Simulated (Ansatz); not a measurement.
The starting structures come from a database of crystals and need not be the phases stable at ambient conditions.

The decay constant κ of evanescent states in the gap governs leakage through a thin film.

```
CELL_PARAMETERS angstrom
      7.33039     0.00000     0.00000
      2.44346     9.66167     0.00000
      3.66520     0.00000     2.11610
ATOMIC_POSITIONS crystal
  Bi 0.59395 0.21816 0.00000
  Bi 0.40605 0.78184 0.00000
  Te 0.00000 0.00000 0.00000
  Se 0.20818 0.37546 0.00000
  Se 0.79182 0.62454 0.00000
```

Space group of this cell: R-3m. The cell was relaxed by PBE-D3(BJ); by r2SCAN its mean pressure is 1.4 GPa.

Transport runs along the normal of the first two printed cell vectors, the (110) plane of the conventional cell.

No gap correction and no spin-orbit coupling; mid-gap values are interpolated between computed energies.

Estimate the band gap and the smallest decay constant κ at mid-gap that r2SCAN (Ansatz, a first-principles code) returns for this system.

Gap 0.82 eV on a 14×14×14 mesh; κ = 0.084 1/Å, at the zone centre.
